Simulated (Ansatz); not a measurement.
## GaSb, response to strain

Consider GaSb in the zinc blende structure (space group F-43m, No. 216; a = 6.134 Å). Axes: x, y, z lie along the cube axes.

Strains are applied to the cell and any free atomic positions relax; under biaxial strain the out-of-plane vector relaxes too.

All numbers come from DFT with r2SCAN, PAW potentials and a 500 eV plane-wave cutoff in Ansatz (an electronic-structure program), no spin-orbit coupling, earlier PAW set.

```csv
"biaxial strain, plane normal [001], relaxed out of plane (%)",band gap (eV)
-3.1,0.54
-0.38,0.43
-0.13,?
0,0.41
```

Question: Fit E_g = E₀ + Dε (ε in %) to the rows shown and predict the withheld row.

Answer: Least squares on the printed values gives E₀ = 0.41 eV, D = -41.4 meV per % of strain (largest residual 0.00 eV); this predicts 0.42 eV, and the run gives 0.42 eV, in agreement.

With Sb present, leaving out spin-orbit coupling can change the band edges. Stability against distortions was not tested.
